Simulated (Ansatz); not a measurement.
Consider O-vacancy pair (O on one host N site, one N site vacant) in zinc-blende BN, charge state +2. Level of theory: PBE, PAW (plane waves to 420 eV; Ansatz, a quantum-chemistry and plane-wave program).

64-site cell at the relaxed PBE lattice, a 2×2×2 k-point mesh shifted by half a step, smearing 0.01 eV, spin-restricted, no finite-size correction. No zero-point or tunnelling terms. The charge state is imposed; whether it is stable for some Fermi level was not computed. Forms of the defect that were not tried may lie lower. The start lies 0.17 eV above the lowest site run (PBE).

Barriers: single points on a 3×3×3 k-point mesh shifted by half a step at the bands' geometries.

Relaxed starting cell (atoms counted from 1):

```yaml
crystal:
  lattice:
    - [7.24967, 0.00000, 0.00000]
    - [0.00000, 7.24967, 0.00000]
    - [0.00000, 0.00000, 7.24967]
  atoms:
    - { symbol: B, position: [0.99987, 0.00016, 0.00134] }
    - { symbol: B, position: [0.99104, 0.99240, 0.50918] }
    - { symbol: B, position: [0.98879, 0.50930, 0.99226] }
    - { symbol: B, position: [0.99988, 0.50023, 0.50142] }
    - { symbol: B, position: [0.50106, 0.99844, 0.99970] }
    - { symbol: B, position: [0.50033, 0.00042, 0.50117] }
    - { symbol: B, position: [0.49964, 0.49932, 0.00227] }
    - { symbol: B, position: [0.50108, 0.50189, 0.50316] }
    - { symbol: O, position: [0.12427, 0.12862, 0.37296] }
    - { symbol: N, position: [0.12438, 0.12645, 0.87797] }
    - { symbol: N, position: [0.12439, 0.62361, 0.37513] }
    - { symbol: N, position: [0.12422, 0.62300, 0.87858] }
    - { symbol: N, position: [0.62458, 0.12552, 0.37606] }
    - { symbol: N, position: [0.62475, 0.12522, 0.87670] }
    - { symbol: N, position: [0.62475, 0.62488, 0.37637] }
    - { symbol: N, position: [0.62392, 0.62475, 0.87683] }
    - { symbol: B, position: [0.99329, 0.25248, 0.24907] }
    - { symbol: B, position: [0.00029, 0.25038, 0.75183] }
    - { symbol: B, position: [0.00029, 0.74975, 0.25120] }
    - { symbol: B, position: [0.99741, 0.74997, 0.75162] }
    - { symbol: B, position: [0.50056, 0.25041, 0.25117] }
    - { symbol: B, position: [0.50086, 0.24962, 0.75146] }
    - { symbol: B, position: [0.50088, 0.75013, 0.25197] }
    - { symbol: B, position: [0.49940, 0.74995, 0.75164] }
    - { symbol: N, position: [0.12471, 0.37435, 0.62583] }
    - { symbol: N, position: [0.12472, 0.87575, 0.12722] }
    - { symbol: N, position: [0.12405, 0.87578, 0.62580] }
    - { symbol: N, position: [0.62447, 0.37486, 0.12672] }
    - { symbol: N, position: [0.62480, 0.37495, 0.62631] }
    - { symbol: N, position: [0.62480, 0.87527, 0.12664] }
    - { symbol: N, position: [0.62411, 0.87520, 0.62638] }
    - { symbol: B, position: [0.25530, 0.99394, 0.24472] }
    - { symbol: B, position: [0.25018, 0.99948, 0.75133] }
    - { symbol: B, position: [0.25732, 0.50860, 0.26098] }
    - { symbol: B, position: [0.24941, 0.49998, 0.75226] }
    - { symbol: B, position: [0.74914, 0.00047, 0.25235] }
    - { symbol: B, position: [0.74856, 0.99933, 0.75217] }
    - { symbol: B, position: [0.74918, 0.49990, 0.25070] }
    - { symbol: B, position: [0.74834, 0.50118, 0.75076] }
    - { symbol: N, position: [0.37216, 0.12639, 0.12734] }
    - { symbol: N, position: [0.37345, 0.12548, 0.62534] }
    - { symbol: N, position: [0.37228, 0.62266, 0.12678] }
    - { symbol: N, position: [0.37399, 0.62504, 0.62687] }
    - { symbol: N, position: [0.87774, 0.12732, 0.12679] }
    - { symbol: N, position: [0.87547, 0.12512, 0.62596] }
    - { symbol: N, position: [0.87602, 0.62385, 0.12669] }
    - { symbol: N, position: [0.87461, 0.62467, 0.62623] }
    - { symbol: B, position: [0.25725, 0.24064, 0.99302] }
    - { symbol: B, position: [0.25530, 0.25686, 0.50764] }
    - { symbol: B, position: [0.24941, 0.74933, 0.00160] }
    - { symbol: B, position: [0.25019, 0.75026, 0.50212] }
    - { symbol: B, position: [0.74918, 0.25087, 0.00168] }
    - { symbol: B, position: [0.74914, 0.24923, 0.50111] }
    - { symbol: B, position: [0.74834, 0.75082, 0.00041] }
    - { symbol: B, position: [0.74857, 0.74942, 0.50225] }
    - { symbol: N, position: [0.37218, 0.37426, 0.37520] }
    - { symbol: N, position: [0.37227, 0.37482, 0.87893] }
    - { symbol: N, position: [0.37346, 0.87624, 0.37611] }
    - { symbol: N, position: [0.37399, 0.87472, 0.87654] }
    - { symbol: N, position: [0.87775, 0.37478, 0.37425] }
    - { symbol: N, position: [0.87601, 0.37489, 0.87772] }
    - { symbol: N, position: [0.87547, 0.87562, 0.37645] }
    - { symbol: N, position: [0.87461, 0.87535, 0.87691] }
```
Cell charge +2.

End state 1 differs by these moves (Å; atoms that move under 0.08 Å are left out):

| atom | element | Δx | Δy | Δz |
|---|---|---|---|---|
| 9 | O | 0.00 | 1.76 | -1.76 |

Give the forward and backward barriers to end state 1 at the level PBE, PAW.

forward 5.73 eV, backward 5.73 eV; at the saddle point atom 9 has neighbours B at 1.33, 4 B at 2.09 Å. The check of the saddle point's order was inconclusive, and it lies on a symmetry element of the cell, where a band can be held.

End state 2 differs by these moves (Å; atoms that move under 0.08 Å are left out):

| atom | element | Δx | Δy | Δz |
|---|---|---|---|---|
| 3 | B | 0.07 | -0.06 | 0.05 |
| 5 | B | 0.06 | -0.07 | -0.05 |
| 21 | B | 0.05 | 0.05 | 0.07 |
| 34 | B | -0.05 | -0.05 | -0.07 |
| 40 | N | -1.79 | 1.79 | 0.00 |
| 48 | B | -0.13 | 0.13 | 0.00 |

What forward and backward barriers to end state 2 does PBE, PAW give?

forward 6.52 eV, backward 6.52 eV; at the saddle point atom 40 has neighbours B at 1.41, B at 1.60, B at 1.79, B at 2.00; O at 2.17 Å. The check of the saddle point's order was inconclusive.

End state 3 differs by these moves (Å; atoms that move under 0.08 Å are left out):

```tsv
atom	element	Δx	Δy	Δz
3	B	0.13	-0.01	0.12
18	B	0.04	-0.05	-0.04
34	B	-0.05	-0.05	-0.06
39	B	-0.05	0.05	-0.05
48	B	-0.06	0.07	0.05
52	B	-0.05	-0.06	0.05
61	N	1.79	0.00	1.80
```

What forward and backward barriers to end state 3 does PBE, PAW give?

forward 6.92 eV, backward 7.09 eV; at the saddle point atom 61 has neighbours B at 1.43, B at 1.49, B at 1.95, B at 2.06, B at 2.08; N at 2.17 Å. The program found a first-order saddle point.
